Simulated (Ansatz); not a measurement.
# CuAu: pressure series

Base system: CuAu (space group P4/mmm, No. 123; a = 2.882 Å, c = 3.615 Å).

Cell and atoms are relaxed at each pressure.

All numbers come from PBE, PAW, 420 eV (Ansatz, a program for electronic structure; no SOC).

| change | volume per atom | c/a ratio |
|---|---|---|
| base | 15.01 Å³ | 1.254 |
| pressure −2 GPa | 15.23 Å³ | 1.259 |
| pressure −1 GPa | 15.12 Å³ | 1.257 |
| pressure 0.9 GPa | 14.91 Å³ | 1.255 |
| pressure 2.1 GPa | 14.79 Å³ | 1.252 |
| pressure 4.5 GPa | 14.57 Å³ | 1.248 |
| pressure 9 GPa | 14.20 Å³ | 1.243 |
| pressure 15 GPa | ? | ? |
| pressure 22.5 GPa | 13.35 Å³ | 1.228 |
| pressure 30 GPa | 12.99 Å³ | 1.219 |

**Question.** Fill in the withheld entries from the trend.

**Answer.** 
- pressure 15 GPa, volume per atom: 13.79 Å³
- pressure 15 GPa, c/a ratio: 1.237

Load acts through the strain it causes; cell and atoms are relaxed under it. Stability against distortions was not tested. Competing high-pressure phases were not computed. All final runs are without spin polarisation.
